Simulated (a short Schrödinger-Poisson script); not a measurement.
# Gated Al0.33Ga0.67As/GaAs modulation-doped gas in a quantum well

Stack: gated Al0.33Ga0.67As/GaAs modulation-doped gas in a quantum well, at 150 K.

```csv
layer,material,thickness (nm),Nd (cm⁻³),Na (cm⁻³)
1,Al0.33Ga0.67As,8,-,-
2,Al0.33Ga0.67As,20,1.7e18,-
3,Al0.33Ga0.67As,2,-,-
4,GaAs,6,-,-
5,Al0.33Ga0.67As,4000,-,5e14
```

The device is made up for the run: typed textbook-type constants, with dimensions and the other settings drawn at random. Al0.33Ga0.67As: permittivity 11.96, conduction-band edge (eV) 0.261, gap (eV) 1.836, electron mass (mₑ) 0.0944, Nv at 300 K (cm⁻³) 9e18. GaAs: permittivity 12.9, conduction-band edge (eV) 0, gap (eV) 1.424, Nv at 300 K (cm⁻³) 9e18.

Channel valleys (confinement mass, in-plane density-of-states mass, number): Γ 0.067, 0.067, 1. At the gate the conduction-band edge of layer 1 lies 1.01 eV − eVg above the Fermi level of the channel; the field vanishes at the back. Donor level 0.05 eV below the band edge. The barrier under the gate holds no holes. Gaps are held at their typed values at every temperature. Mesh 0.08 nm at interfaces.

Solved with a short Schrödinger-Poisson script written for these runs: 1D Poisson equation in equilibrium, electrons quantum, Hartree (BenDaniel-Duke, 40 states a valley, the channel's in-plane mass for all, wave functions free to enter the barrier), parabolic valleys, classical holes, donors ionised by Fermi statistics, acceptors fully, no traps, pinning or gate leakage.

| Vg (V) | electrons (cm⁻²) | in the channel layer | C (μF/cm²) | Γ E0 (meV) | Γ E1 (meV) |
|---|---|---|---|---|---|
| 0.5 | 8.66e11 | 7.83e11 | 0.492 | -29.7 | 88.8 |
| 0.45 | 8.43e11 | 7.62e11 | 0.457 | -28.8 | 95.1 |
| 0.4 | 8.09e11 | 7.33e11 | 0.421 | -27.4 | 102.6 |
| 0.35 | 7.61e11 | 6.89e11 | 0.380 | -25.5 | 111.5 |
| 0.3 | 6.94e11 | 6.30e11 | 0.343 | -22.7 | 121.6 |
| 0.25 | 6.11e11 | 5.55e11 | 0.320 | -19.2 | 131.5 |
| 0.2 | 5.21e11 | 4.74e11 | 0.310 | -15.1 | 140.0 |
| 0.15 | 4.27e11 | 3.89e11 | 0.304 | -10.5 | 147.4 |
| 0.1 | 3.34e11 | 3.05e11 | 0.298 | -5.4 | 154.6 |
| 0.05 | 2.43e11 | 2.22e11 | 0.290 | 0.6 | 162.2 |
| 0 | 1.54e11 | 1.41e11 | 0.275 | 8.1 | 171.0 |
| -0.05 | 7.37e10 | 6.74e10 | 0.239 | 19.2 | 183.1 |
| -0.1 | 1.51e10 | 1.39e10 | 0.122 | 40.8 | 205.2 |
| -0.15 | 5.86e8 | 5.36e8 | 0.0125 | 83.1 | 247.7 |
| -0.2 | 1.33e7 | 1.22e7 | 0.00562 | 131.9 | 296.6 |

Gate voltages with under 1e6 electrons/cm² are left out.

Subbands count from the Fermi level.
